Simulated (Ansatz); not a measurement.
**Hypothetical P6_422 AlP, pressure series**

Start from AlP (space group P6_422, No. 181; a = 3.8509 Å, c = 8.6903 Å; a hypothetical phase, not in the database extracts checked).

Cell and atoms are relaxed at each pressure.

Calculations: PBE (Ansatz, a quantum-chemistry and plane-wave program, PAW, no spin-orbit coupling).

| pressure (GPa) | volume per atom (Å³/atom) |
|---|---|
| -2 | 19.037 |
| -1 | 18.812 |
| 0 | 18.601 |
| 0.7 | 18.460 |
| 1.5 | ? |
| 3 | 18.033 |
| 5 | 17.698 |
| 7.5 | 17.320 |
| 10 | 16.977 |

### Question
Fit the third-order Birch–Murnaghan form P(V) = (3B₀/2)[(V₀/V)^(7/3) − (V₀/V)^(5/3)]·[1 + (3/4)(B₀′ − 4)((V₀/V)^(2/3) − 1)] (squares taken in P) to the rows shown and predict the withheld row.

### Answer
Least squares on the printed values gives V₀ = 18.601 Å³/atom, B₀ = 90.7 GPa, B₀′ = 4.1; this predicts 18.306 Å³/atom, and the run gives 18.306 Å³/atom, in agreement.

Load acts through the strain it causes; cell and atoms are relaxed under it. Stability against distortions was not tested. Competing high-pressure phases were not computed. The base started in P3_121 and relaxed to P6_422 at this level.
